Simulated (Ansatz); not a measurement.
A hypothetical phase is included: elements placed on a structure type, which no database files for this compound.

By r2SCAN, the system below comes out a metal.

Without scattering a metal conducts by its projected Fermi surface.

Given:

```xyz
8
Lattice="3.7763 0.0000 0.0000 0.0000 10.6771 0.0000 0.0000 0.0000 3.7295" Properties=species:S:1:pos:R:3 pbc="T T T"
Ga     2.8327     9.3421     0.9324
Ga     0.9445     6.6735     2.7971
Ga     0.9437     1.3349     2.7971
Ga     2.8318     4.0036     0.9324
As     2.8317     1.3343     0.9324
As     4.7199     4.0042     2.7971
As     0.9446     9.3428     2.7971
As    -0.9435     6.6728     0.9324
```

The cell was relaxed by PBE-D3(BJ); by r2SCAN it stands under a pressure of 0.6 GPa.

The current flows along the normal of the first two printed cell vectors. No spin-orbit coupling; the value is a mean over 0.1 eV about the Fermi level.

Task: State the ballistic conductance per area according to r2SCAN run with Ansatz (an electronic-structure program).

Result: 1.0 × 10¹⁵ S/m² for both spins.
